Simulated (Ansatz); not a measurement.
The starting structures come from a database of crystals and need not be the phases stable at ambient conditions.

 Where the default PAW files enter, the runs use the earlier of Ansatz's two default sets.

Inside the gap of an insulator the Bloch states are evanescent, with a wavenumber k + iκ along the transport direction.

Input:

```yaml
crystal:
  lattice:
    - [4.76286, 0.00000, 0.00000]
    - [0.00000, 6.11047, 0.00000]
    - [0.00000, -3.05524, 5.29182]
  atoms:
    - { symbol: Rb, position: [0.30356, 0.66667, 0.33333] }
    - { symbol: Rb, position: [0.69644, 0.33333, 0.66667] }
    - { symbol: Zr, position: [0.00000, 0.00000, 0.00000] }
    - { symbol: F, position: [0.23146, 0.15968, 0.84032] }
    - { symbol: F, position: [0.76854, 0.84032, 0.15968] }
    - { symbol: F, position: [0.23146, 0.68064, 0.84032] }
    - { symbol: F, position: [0.76854, 0.31936, 0.15968] }
    - { symbol: F, position: [0.23146, 0.15968, 0.31936] }
    - { symbol: F, position: [0.76854, 0.84032, 0.68064] }
```

Space group of this cell: P-3m1. The cell is taken as given.

Transport runs along the normal of the first two printed cell vectors, the (100) plane of the conventional cell.

No gap correction and no spin-orbit coupling; mid-gap values are interpolated between computed energies.

Question: Predict the band gap and the smallest decay constant κ at mid-gap from r2SCAN in Ansatz (a first-principles code).

Answer: Gap 7.60 eV on a 6×6×6 mesh; κ = 0.579 1/Å, at the zone centre.
